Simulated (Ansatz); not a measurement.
Au on the 1x1 (110) surface of bcc Ta, one in a 2x2 cell, energies for each (31.2 Å²). Energies are against an atom of fcc Au, without zero-point or thermal terms; each row is named by its start.

Level of theory: PBE (plane waves to 420 eV, PAW; Ansatz, a quantum-chemistry and plane-wave program).

Slab: 17 atoms, 6.8 Å thick at the start under the adsorbate (thin: gaps and levels are the slab's own); k 5x5x1, smearing 0.1 eV, dipole-corrected; 8 atoms held, the rest relaxed; each run with such symmetry as its start has; no spin, no spin-orbit, no U, no dispersion correction.

A negative adsorption energy means that the adsorbate is more stable on the surface than in its reference. Starts that drift may end in the same place. Heights count from the host atoms within 0.3 Å of the top one.

| starting site | E_ads (eV) | height (Å) | nearest host atom (Å) | bonded to | Δ work function (eV) | lateral drift (Å) |
|---|---|---|---|---|---|---|
| top Ta | 0.09 | 2.40 | Ta 2.53 | Ta | -0.36 | 0.0 |
| hollow Ta-Ta-Ta | -1.07 | 2.01 | Ta 2.71 | 4 Ta | -0.60 | 0.6 |
| bridge Ta-Ta (span 2.9 Å) | -0.63 | 2.18 | Ta 2.66 | 4 Ta | -0.56 | 0.0 |
| bridge Ta-Ta (span 3.3 Å) | -1.07 | 2.01 | Ta 2.71 | 4 Ta | -0.60 | 0.0 |
